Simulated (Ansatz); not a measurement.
```
CELL_PARAMETERS angstrom
      0.00000     2.47144     2.47144
      2.47144     0.00000     2.47144
      2.47144     2.47144     0.00000
ATOMIC_POSITIONS crystal
  Hf 0.00000 0.00000 0.00000
  O  0.25000 0.25000 0.25000
  O  0.75000 0.75000 0.75000
```

No spin polarisation.

Calculations: PBEsol, PAW, 420 eV (Ansatz, a program for electronic structure; scalar-relativistic without spin-orbit coupling). Settings: 11×11×11 k-points, 0.05 eV Fermi–Dirac smearing.

Predict the hole mass and space group.


```json
{
 "hole_mass": "0.28 mₑ along k, 2.9 mₑ across (at X)",
 "space_group": "Fm-3m (No. 225)"
}
```

With Hf present, leaving out spin-orbit coupling can change the band edges. The levels and masses belong to the bands next to the band gap. The cells carry an imposed strain or load. Masses are band curvatures over ±0.01 Å⁻¹ around the edge. Along k means along the line from Γ to the band edge. Stability against distortions was not tested. The cell was made from HfO2 in the fluorite structure (space group Fm-3m, No. 225) by this change: isotropic strain −2.00 %. This is not the structure that HfO2 has at room temperature and ambient pressure.
